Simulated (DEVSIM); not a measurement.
Structure: Ge p-n junction from an implanted or diffused profile, at 400 K.

Layer 1 from the left is Ge, thickness (μm) 7.40, Nd (cm⁻³) 1.1e16, τn (s) 0.00033, τp (s) 0.00033.

Added acceptor profile: 3.9e17 cm⁻³ × exp(−(x − 0.037 μm)²/(2·(0.039 μm)²)). Left contact: ohmic. Right contact: ohmic. Voltage is applied to the left contact. Recombination: SRH at mid-gap, radiative, Auger. Mobility is constant in doping.

Constants are typed, rounded textbook-type inputs, not results; the design itself was drawn at random and stands for no fabricated device. Values at 300 K; Nc and Nv go as T^1.5, mobilities as T to minus their exponent, the gap by Varshni's rule with the affinity fixed.

Ge: gap (eV) 0.664, affinity (eV) 4, permittivity 16, Nc (cm⁻³) 1.04e19, Nv (cm⁻³) 6e18, μn (cm²/Vs) 3900, μp (cm²/Vs) 1900, T exponent of μn 1.66, T exponent of μp 2.33, B (cm³/s) 6.4e-14, Cn (cm⁶/s) 1e-31, Cp (cm⁶/s) 1e-31, Varshni α (eV/K) 0.000477, Varshni β (K) 235.

Model (solved in DEVSIM): 1D drift-diffusion, Boltzmann statistics, complete ionisation; no tunnelling, impact ionisation, image-force lowering or self-heating.

Question: What does the simulation give for the dark forward voltage at 100 A/cm², the potential step across the device at zero bias?

Answer: dark forward voltage at 100 A/cm² 0.094 V; potential step across the device at zero bias 0.247 V.
